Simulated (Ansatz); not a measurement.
# A computed series for hypothetical rock salt BeS: response to strain

Consider BeS in the rock salt structure (space group Fm-3m, No. 225; a = 4.629 Å; a hypothetical phase, not in the database extracts checked). Axes: x, y, z lie along the cube axes.

Strains are applied to the cell and any free atomic positions relax; under biaxial strain the out-of-plane vector relaxes too.

Levels (all Ansatz, a first-principles code, PAW): PBE (420 eV, spin-orbit coupling left out); PBEsol (420 eV, scalar-relativistic without spin-orbit coupling).

The base cell above is that of PBE; each level relaxes its own structures.

Notes on the quantities. energy relative to the base: free energy F.

```tsv
case	energy relative to the base, PBE	energy relative to the base, PBEsol
biaxial strain −3.51 %, plane normal [001], relaxed out of plane	+21 meV/atom	+23 meV/atom
isotropic strain +1.45 %	+7.6 meV/atom	+7.8 meV/atom
uniaxial strain ε_xx = −4.65 %	+18 meV/atom	+19 meV/atom
tensor shear ε_yz = −3.56 %	+23 meV/atom	+23 meV/atom
tensor shear ε_xy = −0.97 %	+1.7 meV/atom	+1.7 meV/atom
tensor shear ε_xz = +0.21 %	+0.1 meV/atom	+0.1 meV/atom
```

The two levels differ by at most about 2.4 meV/atom. Near ties aside, they put the cases in the same order.

Stability against distortions was not tested.
